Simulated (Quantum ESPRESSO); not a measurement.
Input and output of a self-consistent single point for TaN (P3m1, 2 atoms in the cell) (Quantum ESPRESSO).

Computed with PBEsol, PseudoDojo standard norm-conserving (PBESOL) pseudopotentials (plane waves; Quantum ESPRESSO 7.5).

The change in words: lattice scaled by 0.98; degauss: 0.0073499 Ry → 0.0036749 Ry; K_POINTS: automatic 9 9 8 0 0 0 → automatic 17 17 15 0 0 0. Reference geometry:
```
CELL_PARAMETERS angstrom
      2.94876     0.00000     0.00000
     -1.47438     2.55370     0.00000
      0.00000     0.00000     2.89885
ATOMIC_POSITIONS crystal
  Ta 0.00000 0.00000 0.51725
  N  0.66667 0.33333 0.00000
```

Reference input (self-consistent single point, DFT, PBEsol, plane waves, PseudoDojo standard norm-conserving (PBESOL) pseudopotentials): ecutwfc = 85 Ry; occupations = smearing; smearing = fermi-dirac; degauss = 0.0073499 Ry; potentials = {Ta: Ta.upf, N: N.upf}; K_POINTS = automatic 9 9 8 0 0 0; conv_thr = 1e-09 Ry; mixing_beta = 0.5. This run's input differs from it in these lines:

```diff
@@ -10,4 +10,4 @@
  ibrav = 4
- A = 2.948759960
- C = 2.898851000
+ A = 2.889784872
+ C = 2.840874000
  nat = 2
@@ -17,3 +17,3 @@
  smearing = 'fermi-dirac'
- degauss = 0.0073499
+ degauss = 0.0036749
 /
@@ -30,3 +30,3 @@
 K_POINTS {automatic}
-9 9 8  0 0 0
+17 17 15  0 0 0
```

The program printed (abridged):

```
     Self-consistent Calculation

     iteration #  1     ecut=    85.00 Ry     beta= 0.50

     total energy              =    -150.89105802 Ry
     estimated scf accuracy    <       0.36121110 Ry

     iteration #  2     ecut=    85.00 Ry     beta= 0.50

     total energy              =    -151.00049812 Ry
     estimated scf accuracy    <       0.16536648 Ry

     iteration #  3     ecut=    85.00 Ry     beta= 0.50

     total energy              =    -151.02885324 Ry
     estimated scf accuracy    <       0.00251400 Ry

   [... 3 blocks of this kind left out ...]

     iteration #  7     ecut=    85.00 Ry     beta= 0.50

     total energy              =    -151.02950233 Ry
     estimated scf accuracy    <       0.00000033 Ry

     iteration #  8     ecut=    85.00 Ry     beta= 0.50
     End of self-consistent calculation

     Number of k-points >= 100: set verbosity='high' to print the bands.

     the Fermi energy is    20.9794 ev

!    total energy              =    -151.02950239 Ry
     estimated scf accuracy    <          4.8E-10 Ry
     smearing contrib. (-TS)   =      -0.00003768 Ry
     internal energy E=F+TS    =    -151.02946471 Ry

     convergence has been achieved in   8 iterations

     Forces acting on atoms (cartesian axes, Ry/au):

     atom    1 type  1   force =     0.00000000   -0.00000000   -0.03230343
     atom    2 type  2   force =     0.00000000   -0.00000000    0.03230343

     Total force =     0.045684     Total SCF correction =     0.000004

          total   stress  (Ry/bohr**3)                   (kbar)     P=      133.88
   0.00089269   0.00000000   0.00000000          131.32        0.00        0.00
   0.00000000   0.00089269   0.00000000            0.00      131.32        0.00
   0.00000000   0.00000000   0.00094484            0.00        0.00      138.99

   JOB DONE.
```

The run converged in 8 iterations. Against the reference run the free energy rises by 7.5 meV/atom, the pressure goes from -8.89 to 13.39 GPa and the largest force goes from 0.647 to 0.831 eV/Å.

The starting cell comes from a database of computed structures (which also holds hypothetical and non-ambient phases and stackings), without a prior relaxation at this level. Its lattice was rescaled by up to half a per cent. One atom was moved a little off its site on purpose. For this run, on top of that: lattice scaled by 0.98. Spin polarisation is off. With a pressure of about 13 GPa the cell is away from its equilibrium volume at this level.

Cost on one core of a shared machine: roughly 2 min.
